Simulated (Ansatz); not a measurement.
**A computed series for MgS: response to strain**

The parent structure is MgS in the rock salt structure (space group Fm-3m, No. 225; a = 5.129 Å). Axes: x, y, z lie along the cube axes.

Strains are applied to the cell and any free atomic positions relax; under biaxial strain the out-of-plane vector relaxes too.

Computed with Ansatz (a program for electronic structure), LDA, PAW, cutoff 420 eV, no SOC.

```csv
case,shortest interatomic distance,electron mass,smallest direct gap
base,2.565 Å,"0.53 mₑ along k, 0.28 mₑ across (at X)",3.83 eV
"biaxial strain −2.00 %, plane normal [001], relaxed out of plane",2.513 Å,"0.52 mₑ along k, 0.29 mₑ across (at X)",3.99 eV
"biaxial strain −1.00 %, plane normal [001], relaxed out of plane",2.539 Å,"0.52 mₑ along k, 0.29 mₑ across (at X)",3.90 eV
"biaxial strain −0.50 %, plane normal [001], relaxed out of plane",2.552 Å,"0.53 mₑ along k, 0.29 mₑ across (at X)",3.87 eV
"biaxial strain +0.50 %, plane normal [001], relaxed out of plane",[?],"0.53 mₑ along k, 0.29 mₑ across (at X)",[?]
"biaxial strain +1.00 %, plane normal [001], relaxed out of plane",2.551 Å,"0.51 mₑ along k, 0.29 mₑ across (at X)",3.68 eV
"biaxial strain +1.50 %, plane normal [001], relaxed out of plane",2.545 Å,"0.50 mₑ along k, 0.29 mₑ across (at X)",3.61 eV
"biaxial strain +2.00 %, plane normal [001], relaxed out of plane",2.539 Å,"0.49 mₑ along k, 0.30 mₑ across (at X)",3.54 eV
"biaxial strain +2.50 %, plane normal [001], relaxed out of plane",2.532 Å,"0.48 mₑ along k, 0.30 mₑ across (at X)",3.47 eV
"biaxial strain +3.00 %, plane normal [001], relaxed out of plane",2.526 Å,"0.48 mₑ along k, 0.30 mₑ across (at X)",3.40 eV
```

Fill in the withheld entries from the trend.


- biaxial strain +0.50 %, plane normal [001], relaxed out of plane, shortest interatomic distance: 2.558 Å
- biaxial strain +0.50 %, plane normal [001], relaxed out of plane, smallest direct gap: 3.75 eV

Masses are band curvatures over ±0.01 Å⁻¹ around the edge. Along k means along the line from Γ to the band edge. No phonon test of stability was made.
